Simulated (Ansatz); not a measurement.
Ti2O3 (Pnma, No. 62, 20 atoms in the cell; start mp-1188323; a measured phase of this formula has another space group) was calculated with PBEsol (Ansatz, a first-principles code, PAW).

Run with plane-wave cutoff 520 eV, 6×12×4 k mesh (along the axes of the cell as run), Fermi–Dirac smearing 0.01 eV, no spin polarisation, scalar-relativistic PAW data made under PBE.

Cell (relaxed with PBEsol):

```yaml
crystal:
  lattice:
    - [7.77659, 0.00000, 0.00000]
    - [0.00000, 2.81642, 0.00000]
    - [0.00000, 0.00000, 8.07659]
  atoms:
    - { symbol: Ti, position: [0.02962, 0.25000, 0.68467] }
    - { symbol: Ti, position: [0.97038, 0.75000, 0.31533] }
    - { symbol: Ti, position: [0.47038, 0.75000, 0.18467] }
    - { symbol: Ti, position: [0.52962, 0.25000, 0.81533] }
    - { symbol: Ti, position: [0.19650, 0.25000, 0.01834] }
    - { symbol: Ti, position: [0.80350, 0.75000, 0.98166] }
    - { symbol: Ti, position: [0.30350, 0.75000, 0.51834] }
    - { symbol: Ti, position: [0.69650, 0.25000, 0.48166] }
    - { symbol: O, position: [0.94260, 0.25000, 0.12465] }
    - { symbol: O, position: [0.05740, 0.75000, 0.87535] }
    - { symbol: O, position: [0.55740, 0.75000, 0.62465] }
    - { symbol: O, position: [0.44260, 0.25000, 0.37535] }
    - { symbol: O, position: [0.12095, 0.25000, 0.44744] }
    - { symbol: O, position: [0.87905, 0.75000, 0.55256] }
    - { symbol: O, position: [0.37905, 0.75000, 0.94744] }
    - { symbol: O, position: [0.62095, 0.25000, 0.05256] }
    - { symbol: O, position: [0.79242, 0.25000, 0.80892] }
    - { symbol: O, position: [0.20758, 0.75000, 0.19108] }
    - { symbol: O, position: [0.70758, 0.75000, 0.30892] }
    - { symbol: O, position: [0.29242, 0.25000, 0.69108] }
```

Problem. Give the computed band gap, smallest direct gap on the k points sampled and Γ–Γ gap.

Solution. 
- band gap: 0.10 eV (indirect)
- smallest direct gap on the k points sampled: 0.19 eV
- Γ–Γ gap: 0.81 eV

Static lattice: no zero-point or thermal effects.

Cost on a shared machine: very roughly 8 core-minutes.

A start named mp-… is a Materials Project structure, which need not be a measured phase.
